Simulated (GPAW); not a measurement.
**Converging the k-point mesh: Pt (Fm-3m, 1 atom in the cell)**

```xyz
1
Lattice="0.0000 1.9541 1.9541 1.9541 0.0000 1.9541 1.9541 1.9541 0.0000" Properties=species:S:1:pos:R:3 pbc="T T T"
Pt     0.0000     0.0000     0.0000
```

Computed with PBEsol, GPAW PAW datasets PBEsol (made by gpaw-setup) (plane waves; GPAW 25.7.0).

Base settings: mode = pw; ecut = 600 eV; xc = PBEsol; kpts = 12 12 12; mesh shift (steps) = 0 0 0; occupations.name = methfessel-paxton; occupations.width = 0.1 eV; occupations.order = 0; nbands = -5; convergence.density = 1e-05 e/electron.

The second cell is the first with its lattice scaled by 0.98.

Only quantities that move along the ladder and can be compared are tabulated.

The count of work is k-points × plane waves × bands × iterations; it is no time. Core times come from one kind of shared machine, to one figure; runs under 30 s give none.

The starting cell has typed, rounded lattice constants, without a prior relaxation at this level. Its lattice was rescaled by up to half a per cent. Spin polarisation is off.

Steps (kpts): 2 2 2; 4 4 4; 6 6 6; 8 8 8; 10 10 10; 12 12 12; 14 14 14; 17 17 17; 21 21 21; 25 25 25; 28 28 28; 35 35 35.

Question: What is the coarsest kpts that holds the energy of the compressed cell less the first within 0.5 meV/atom of the last step, with all finer ones?

Answer: 17 17 17, at 0.16 of the last step's count of work; the step before is off by 0.72 meV/atom.

Question: What is the coarsest kpts that holds the pressure within 0.2 GPa of the last step, with all finer ones?

Answer: 10 10 10, at 0.045 of the last step's count of work; the step before is off by 0.59 GPa.

Question: What is the coarsest kpts that holds the free energy within 1 meV/atom of the last step, with all finer ones?

Answer: 25 25 25, at 0.40 of the last step's count of work; the step before is off by 1.5 meV/atom.

| kpts | free energy less the last step's (meV/atom) | energy of the compressed cell less the first (meV/atom) | pressure (GPa) | count of work / last | core time / last (rough) |
|---|---|---|---|---|---|
| 2 2 2 | 4632.81 | 474.34 | 70.13 | 0.0039 | – |
| 4 4 4 | -119.31 | 54.25 | -0.02 | 0.0076 | – |
| 6 6 6 | -110.07 | 48.45 | -0.86 | 0.015 | – |
| 8 8 8 | 14.22 | 60.91 | 1.26 | 0.028 | – |
| 10 10 10 | 16.37 | 65.04 | 1.99 | 0.045 | – |
| 12 12 12 | -2.53 | 65.11 | 2.03 | 0.074 | – |
| 14 14 14 | -6.86 | 63.37 | 1.71 | 0.099 | – |
| 17 17 17 | -2.70 | 63.98 | 1.84 | 0.16 | – |
| 21 21 21 | 1.52 | 63.97 | 1.83 | 0.27 | 0.3 |
| 25 25 25 | -0.62 | 64.03 | 1.85 | 0.40 | 0.5 |
| 28 28 28 | 0.14 | 64.08 | 1.86 | 0.55 | 0.5 |
| 35 35 35 | 0.00 | 64.09 | 1.85 | 1.0 | 1 |

The energy difference between the two cells stays within 1 meV/atom of the last step's from 14 14 14 on, the total only from 25 25 25 on: much of the error is common to both cells and cancels.

Two neighbours can agree and both be off: 10 10 10 and 12 12 12 differ by 0.07 meV/atom in the energy of the compressed cell less the first, yet lie about 1.0 meV/atom from the last step.
